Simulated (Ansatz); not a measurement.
ZrSe2: response to strain

Start from ZrSe₂ in the CdI2 type structure (space group P-3m1, No. 164; layered, stacked along the Cartesian z axis; relaxed with 0.1 eV smearing).

```xyz
3
Lattice="3.6600 0.0000 0.0000 -1.8300 3.1696 0.0000 0.0000 0.0000 5.8409" Properties=species:S:1:pos:R:3 pbc="T T T"
Zr     0.0000     0.0000     0.0000
Se     0.0000     2.1131     1.6085
Se     1.8300     1.0565     4.2324
```

Strains are applied to the cell and any free atomic positions relax.

Calculations: PBEsol-D3(BJ), PAW, 420 eV (Ansatz, a program for electronic structure; no spin-orbit coupling), earlier PAW set.

Computed cases, in order: isotropic strain −2.11 %; isotropic strain −1.31 %; the unstrained base; isotropic strain +1.47 %; isotropic strain +4.22 %.

Task: Between which two neighbouring cases does the band gap open or close?

Result: Between isotropic strain +1.47 % (zero) and isotropic strain +4.22 % (0.22 eV). The whole series: isotropic strain −2.11 %: zero; isotropic strain −1.31 %: zero; the unstrained base: zero; isotropic strain +1.47 %: zero; isotropic strain +4.22 %: 0.22 eV.

Stability against distortions was not tested. The final runs are not spin-polarised. A zero or small gap of ZrSe2 can be the functional's error rather than a property of the material.
